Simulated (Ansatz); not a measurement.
Phonon-limited resistivity of Ga (Cmce) against temperature in μΩ·cm, PBEsol, DFPT electron-phonon coupling, linearised Boltzmann equation run with Ansatz (an electronic-structure program), harmonic crystal at a fixed cell. x, y and z are the axes of this cell:
```yaml
crystal:
  lattice:
    - [2.25937, -3.78985, 0.00000]
    - [2.25937, 3.78985, 0.00000]
    - [0.00000, 0.00000, 4.45638]
  atoms:
    - { symbol: Ga, position: [0.65588, 0.34412, 0.41566] }
    - { symbol: Ga, position: [0.34412, 0.65588, 0.58434] }
    - { symbol: Ga, position: [0.84412, 0.15588, 0.91566] }
    - { symbol: Ga, position: [0.15588, 0.84412, 0.08434] }
```

```tsv
T	ρ (x)	ρ (y)	ρ (z)
50 K	0.69	3.2	1.09
77 K	1.50	(withheld)	2.5
100 K	(withheld)	10.9	3.8
150 K	3.7	18.7	(withheld)
200 K	5.1	26	9.1
```

Q: Complete the blanks.

A: 
- 77 K, ρ (y): 7.2
- 100 K, ρ (x): 2.2
- 150 K, ρ (z): 6.5

A metal at this level (no band gap). Only scattering by harmonic phonons is included (no impurities, grain boundaries, electron-electron scattering or thermal expansion). Spin-orbit coupling is left out. The squared frequency of the phonon mode least converged on the k mesh is uncertain by 11 %. Halving the electron mesh (24x24x20) moves the resistivity by up to 11 %. Smearing 0.20 eV; phonons on a 4x4x3 q mesh, which this run doesn't test and which matters most at low temperature.
